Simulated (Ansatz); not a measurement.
Calculation: PBE (plane waves to 420 eV, PAW; Ansatz, a quantum-chemistry and plane-wave program).

Host crystal: wurtzite GaN, with a band gap (PBE, scalar-relativistic without spin-orbit coupling).

Plane-averaged electrostatic potential energy along the normal, in eV from the highest filled level, for O on the 1x1 (10-10) surface of wurtzite GaN (cut with top plane Ga + N), one in a 1x1 cell, started at the site 'hollow Ga':

(z (Å), V (eV)): (5.34, 4.39); (5.64, 4.39); (5.94, 4.39); (6.23, 4.39); (6.53, 4.38); (6.83, 4.38); (7.12, 4.37); (7.42, 4.35); (7.72, 4.30); (8.02, 4.19); (8.31, 3.92); (8.61, 3.29); (8.91, 1.74); (9.20, -2.34); (9.50, -6.83); (9.80, -9.48); (10.09, -10.45); (10.39, -10.43); (10.69, -8.11); (10.98, -3.77); (11.28, -0.36); (11.58, -0.09); (11.88, -2.83); (12.17, -6.46); (12.47, -8.63); (12.77, -9.22); (13.06, -9.20); (13.36, -8.17); (13.66, -5.33); (13.95, -1.77); (14.25, -0.22); (14.55, -1.83); (14.84, -5.31); (15.14, -7.96); (15.44, -8.92); (15.73, -9.06); (16.03, -8.52); (16.33, -6.45); (16.62, -3.00); (16.92, -0.49); (17.22, -0.86); (17.52, -3.88); (17.81, -6.89); (18.11, -7.89); (18.41, -7.91); (18.70, -8.14); (19.00, -7.64); (19.30, -5.34); (19.59, -3.29); (19.89, -1.69); (20.19, 0.36); (20.48, 2.98); (20.78, 4.94); (21.08, 5.40); (21.38, 5.56); (21.67, 5.61); (21.97, 5.63); (22.27, 5.64); (22.56, 5.64); (22.86, 5.64); (23.16, 5.64); (23.45, 5.64); (23.75, 5.64); (24.05, 5.64); (24.34, 5.64)

Set-up: 17 atoms, 9.3 Å thick at the start under the adsorbate (thin: gaps and levels are the slab's own); mesh 6x4x1; 0.01 eV smearing; dipole correction on; 8 atoms held, the rest relaxed; held to the start's symmetry, so lower structures may exist; spin-polarised, no spin-orbit, no U, no dispersion correction. The starting moment vanished. At the end it is bonded to Ga + N. In PBE this state lies 0.05 eV over the lowest of the starts that converged ('top N', where the adsorbate paired with a surface N atom).

### Question
The surface cell has an area of 16.87 Å². What dipole along the normal does the step between the two vacuum levels imply?

### Answer
the top vacuum level lies 1.26 eV above the bottom one; p = −ε₀ A ΔV (ε₀ = 0.005526 e/(V·Å)) gives -0.12 e·Å a cell.
